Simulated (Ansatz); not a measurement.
# Response to strain in GaP

Start from GaP in the zinc blende structure (space group F-43m, No. 216).

```xyz
2
Lattice="0.0000 2.7193 2.7193 2.7193 0.0000 2.7193 2.7193 2.7193 0.0000" Properties=species:S:1:pos:R:3 pbc="T T T"
Ga     0.0000     0.0000     0.0000
P      1.3596     1.3596     1.3596
```

Cartesian axes are those of the cell as printed.

Strains are applied to the cell and any free atomic positions relax; under biaxial strain the out-of-plane vector relaxes too.

The values are results of PBEsol (Ansatz, a quantum-chemistry and plane-wave program, PAW, no spin-orbit coupling), not measurements.

Notes on the quantities. energy relative to the base: free energy F; in-plane stress: mean in-plane stress (compression positive).

```csv
change,shortest interatomic distance,out-of-plane strain,energy relative to the base,in-plane stress
base,2.355 Å,–,0 meV/atom,–
"biaxial strain −2.50 %, plane normal [111], relaxed out of plane",2.318 Å,+1.20 %,?,+5.4 GPa
"biaxial strain −1.67 %, plane normal [111], relaxed out of plane",2.330 Å,+0.79 %,+7.1 meV/atom,+3.5 GPa
"biaxial strain −1.25 %, plane normal [111], relaxed out of plane",2.336 Å,+0.59 %,+3.9 meV/atom,+2.6 GPa
"biaxial strain −0.83 %, plane normal [111], relaxed out of plane",2.342 Å,+0.38 %,+1.7 meV/atom,+1.7 GPa
"biaxial strain +0.42 %, plane normal [111], relaxed out of plane",2.356 Å,-0.19 %,?,?
"biaxial strain +1.25 %, plane normal [111], relaxed out of plane",2.357 Å,-0.56 %,+3.8 meV/atom,-2.3 GPa
"biaxial strain +1.67 %, plane normal [111], relaxed out of plane",2.358 Å,-0.74 %,+6.6 meV/atom,-3.1 GPa
"biaxial strain +2.08 %, plane normal [111], relaxed out of plane",2.358 Å,-0.92 %,+10 meV/atom,-3.8 GPa
"biaxial strain +2.50 %, plane normal [111], relaxed out of plane",2.359 Å,-1.09 %,+15 meV/atom,-4.5 GPa
```

**Question.** Complete the table.

**Answer.** 
- biaxial strain −2.50 %, plane normal [111], relaxed out of plane, energy relative to the base: +16 meV/atom
- biaxial strain +0.42 %, plane normal [111], relaxed out of plane, energy relative to the base: +0.4 meV/atom
- biaxial strain +0.42 %, plane normal [111], relaxed out of plane, in-plane stress: -0.8 GPa

Stability against distortions was not tested.
